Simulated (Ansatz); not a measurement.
**Short convergence ladders for Al (Fm-3m, 1 atom in the cell)**

```
CELL_PARAMETERS angstrom
      0.00000     2.03107     2.03107
      2.03107     0.00000     2.03107
      2.03107     2.03107     0.00000
ATOMIC_POSITIONS crystal
  Al 0.00000 0.00000 0.00000
```

Base method: PBEsol, default PAW files made with PBE (plane waves; Ansatz, a program for electronic structure).

Base settings: basis.ecutwfc = 420 eV; kpoints.mp_grid.grid = 14 14 14; hamiltonian.xc = pbesol; hamiltonian.pseudopotentials = {kind: paw} (the program's default PAW files); scf.occupations.method = gaussian; scf.occupations.width = 0.1 eV.

The count of work is k-points × plane waves × bands × iterations; it is no time. 

**The cutoff for other potential files**

Level: DFT, PBEsol, plane waves, harder PAW files (source: ansatz) made with PBE.

In this ladder: hamiltonian.pseudopotentials = {kind: paw, source: ansatz}.

The second cell is the first with its lattice scaled by 0.98.

The mesh stays at the base's, so the ladder's end is converged at best in this setting alone.

The first pressure column holds Ansatz's estimate of the finite-basis (Pulay) stress, which hides part of the cutoff error; the other is without it.

Only quantities that move along the ladder and can be compared are tabulated.

```tsv
basis.ecutwfc	free energy less the last step's (meV/atom)	energy of the compressed cell less the first (meV/atom)	pressure (GPa)	pressure without the Pulay estimate (GPa)	count of work / last
405 eV	3706.08	-2.64	-1.70	-191.76	0.14
495 eV	593.47	-6.69	-3.00	-42.86	0.17
630 eV	23.44	-3.68	-2.89	-5.48	0.21
765 eV	0.73	-3.62	-2.87	-2.90	0.28
900 eV	0.49	-3.62	-2.87	-2.88	0.33
1080 eV	0.28	-3.63	-2.87	-2.87	0.47
1350 eV	0.08	-3.64	-2.87	-2.88	0.66
1800 eV	0.00	-3.64	-2.87	-2.88	1.0
```

Coarsest basis.ecutwfc that holds the pressure within 0.05 GPa of the last step, with all finer ones: 630 eV, at 0.21 of the last step's count of work; the step before is off by 0.13 GPa.

Coarsest basis.ecutwfc that holds the energy of the compressed cell less the first within 0.5 meV/atom of the last step, with all finer ones: 630 eV, at 0.21 of the last step's count of work; the step before is off by 3.0 meV/atom.

Coarsest basis.ecutwfc that holds the free energy within 5 meV/atom of the last step, with all finer ones: 765 eV, at 0.28 of the last step's count of work; the step before is off by 23 meV/atom.

The energy difference between the two cells stays within 1 meV/atom of the last step's from 630 eV on, the total only from 765 eV on: much of the error is common to both cells and cancels.

At the lowest cutoff the pressure without the Pulay estimate lies 189 GPa under the last step's, the usual sign of Pulay stress in an incomplete plane-wave basis.

**The relaxed cell against the cutoff**

In this ladder: relax = cell and atoms.

The mesh stays at the base's, so the ladder's end is converged at best in this setting alone.

Only quantities that move along the ladder and can be compared are tabulated.

| basis.ecutwfc | relaxed volume (Å³/atom) | relaxation steps |
|---|---|---|
| 210 eV | 16.149 | 8 |
| 250 eV | 16.587 | 4 |
| 295 eV | 16.242 | 6 |
| 355 eV | 16.131 | 6 |
| 420 eV | 16.135 | 6 |
| 505 eV | 16.140 | 4 |
| 630 eV | 16.140 | 4 |
| 840 eV | 16.140 | 4 |

Coarsest basis.ecutwfc that holds the relaxed volume within 0.081 Å³/atom of the last step, with all finer ones: 355 eV; the step before is off by 0.10 Å³/atom.

On the base run: the starting cell has typed, rounded lattice constants, without a prior relaxation at this level. Its lattice was rescaled by up to half a per cent.

Keys are those of Ansatz 0.2.
